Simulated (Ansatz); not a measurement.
Levels about the gap of amorphous Al$_{28}$O$_{45}$Ga$_{2}$ (75 atoms in a cell of 859 Å³, 3.12 g/cm³; zone centre alone, so wide bands show as single levels with stretches between that a denser mesh fills), at the geometry that PBE relaxed, where it gives 0.0 GPa on a denser mesh. The participation number counts the atoms over which a state spreads; weights are charges in smoothed Voronoi cells. The levels come from a single point, so bond lengths are those of that geometry. Method of the levels: PBE, scalar-relativistic without spin-orbit coupling (Ansatz, an electronic-structure program). Sampling: the zone centre alone; Fermi-Dirac width 0.02 eV; no spin polarisation. At PBE the levels at the filled edge of the gap are localised (band-tail or defect states), and the nearest spread-out levels lie 3.7 eV apart at the zone centre.

The cell was made by melting and quenching with the CHGNet potential and then relaxed with DFT. O atoms were pushed apart under 1.9 Å during the dynamics, to hinder bonds among them. The hot cell started wider than the set density and was brought back towards it in steps. It is the lowest in DFT energy of 2 quenches. It is a model cell: composition and starting density were chosen by hand, and all elements were melted together. No dispersion term was used. Its density started from a set value of 3.25 and ended at 3.12 g/cm³. The quench (nominally 340 K/ps over its main leg) was far faster than any real one, so the model tends to hold more defects than a real film. One small periodic cell is one sample of the glass; other quenches scatter about these values. Volume and shape were free in the relaxation.

| E - E(highest filled), eV | filling | participation number | largest on | weight O | weight Al | weight Ga |
|---|---|---|---|---|---|---|
| -0.42 | filled | 6.0 | O, 3 neighbours | 0.95 | 0.04 | 0.01 |
| -0.39 | filled | 12.2 | O, 3 neighbours | 0.94 | 0.05 | 0.00 |
| -0.30 | filled | 8.9 | O, 2 neighbours | 0.94 | 0.05 | 0.01 |
| -0.27 | filled | 13.8 | O, 2 neighbours | 0.94 | 0.05 | 0.01 |
| -0.20 | filled | 6.4 | O, 3 neighbours | 0.95 | 0.04 | 0.01 |
| -0.10 | filled | 11.8 | O, 2 neighbours | 0.95 | 0.05 | 0.01 |
| 0.00 | filled | 9.2 | O, 3 neighbours | 0.95 | 0.04 | 0.01 |
| 3.17 | empty | 63.2 | Ga, 5 neighbours | 0.57 | 0.37 | 0.06 |
| 5.05 | empty | 14.9 | Ga, 5 neighbours | 0.56 | 0.23 | 0.21 |
| 5.27 | empty | 32.4 | Al, 4 neighbours | 0.57 | 0.41 | 0.01 |
| 5.30 | empty | 39.4 | Al, 5 neighbours | 0.58 | 0.32 | 0.10 |
| 5.55 | empty | 36.3 | Al, 5 neighbours | 0.58 | 0.35 | 0.06 |
| 5.63 | empty | 45.2 | Al, 4 neighbours | 0.57 | 0.39 | 0.04 |
| 6.07 | empty | 48.5 | Ga, 4 neighbours | 0.57 | 0.37 | 0.07 |

Most localised among these is the filled level at -0.42 eV, on a O atom, which has 3 neighbours (Al 1.82 Å, Al 1.85 Å, Ga 2.10 Å).
